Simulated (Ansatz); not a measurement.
Cost and result by functional for the surface energy of the (110) surface of fcc Ag in its 1x1 cell, outermost plane spacing 1.47 Å in the ideal cut, in Ansatz (plane waves, PAW). Single points on the PBE structure, on one kind of machine; costs are rough ratios of the slab run's core time (references not counted) to the cheapest single point. r2SCAN's cost holds its higher cutoff (500 against 420 eV). Differences are taken against r2SCAN for comparison alone: no measured value is at hand, so the table doesn't rank accuracy.

Model: 8-atom slab, 10.3 Å thick at the start (thin: gaps and levels are the slab's own), 13x9x1 mesh, Fermi-Dirac 0.1 eV, dipole correction, all atoms relaxed; held to the start's symmetry, so lower structures may exist; no spin, no spin-orbit, no U. These notes are the PBE run's.

```
functional                     relative cost  surface energy (J/m²)  less r2SCAN (J/m²)
-----------------------------  -------------  ---------------------  ------------------
PBEsol                                     1                   1.17                0.10
RPBE                                       1                   0.68               -0.40
LDA                                        1                   1.33                0.26
r2SCAN                                     2                   1.07                0.00
PBE (the relaxed run's value)              –                   0.89               -0.18
```

The values span 0.65 J/m², while the single points' costs differ by a factor of roughly 2. Differences are of unrounded values.

Ansatz is an electronic-structure program.
